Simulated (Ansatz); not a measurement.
Cu on the 1x1 (0001) surface of hcp Ru, one in a 1x1 cell, energies for each (6.4 Å²). Energies are against an atom of fcc Cu, without zero-point or thermal terms; each row is named by its start.

The numbers are results of PBE (plane waves to 420 eV, PAW; Ansatz, a program for electronic structure), not measurements.

Slab: 5 atoms, 6.3 Å thick at the start under the adsorbate (thin: gaps and levels are the slab's own); k 12x12x1, smearing 0.1 eV, dipole-corrected; 2 atoms held, the rest relaxed; each run with such symmetry as its start has; no spin, no spin-orbit, no U, no dispersion correction.

A negative adsorption energy means that the adsorbate is more stable on the surface than in its reference. Heights count from the host atoms within 0.3 Å of the top one.

```
starting site                           E_ads (eV)  height (Å)  nearest host atom (Å)  bonded to  Δ work function (eV)  lateral drift (Å)
--------------------------------------  ----------  ----------  ---------------------  ---------  --------------------  -----------------
top Ru                                  (withheld)        2.49                Ru 2.49         Ru            (withheld)                0.0
hollow Ru-Ru-Ru                              -0.19        2.14                Ru 2.66       3 Ru                 -0.46                0.0
hollow Ru-Ru-Ru over Ru at depth 2.1 Å       -0.19        2.12                Ru 2.64       3 Ru                 -0.44                0.0
bridge Ru-Ru (span 2.7 Å)                    -0.19        2.12                Ru 2.64       3 Ru                 -0.45                0.8
```

### Question
Some entries are withheld; supply them.

### Answer

- top Ru, E_ads (eV): 0.25
- top Ru, Δ work function (eV): -0.53
